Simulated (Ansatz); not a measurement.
Consider CdCu2GeSe4 (space group I-42m, No. 121).

```xyz
8
Lattice="-2.8651 2.8651 5.5121 2.8651 -2.8651 5.5121 2.8651 2.8651 -5.5121" Properties=species:S:1:pos:R:3 pbc="T T T"
Ge     0.0000     0.0000     5.5121
Cu     2.8651     0.0000     2.7560
Cu     0.0000     2.8651     2.7560
Se     1.5310     1.5310     1.5104
Se    -1.3341     1.3341     4.0016
Se     1.3341     1.3341     7.0225
Se     1.3341    -1.3341     4.0016
Cd     0.0000     0.0000     0.0000
```

Cartesian axes are those of the cell as printed.

Calculations: PBEsol/PAW in Ansatz (a first-principles code), no spin-orbit coupling.

For the base:

| Quantity | Result |
|---|---|
| Pressure | 0.0 GPa |

One thing is altered: the cell is stretched by 1.50 % along x with no lateral relaxation; the atoms relax in the strained cell.

**Question.** Estimate the effect on the energy relative to the base and pressure.

**Answer.** The energy increases by 1.4 meV/atom; the pressure (mean of the normal stresses, compression positive) goes from zero to -1.0 GPa.

Stability against distortions was not tested. All final runs are without spin polarisation. Gaps under 0.05 eV, about the width of the smearing, are given as zero.
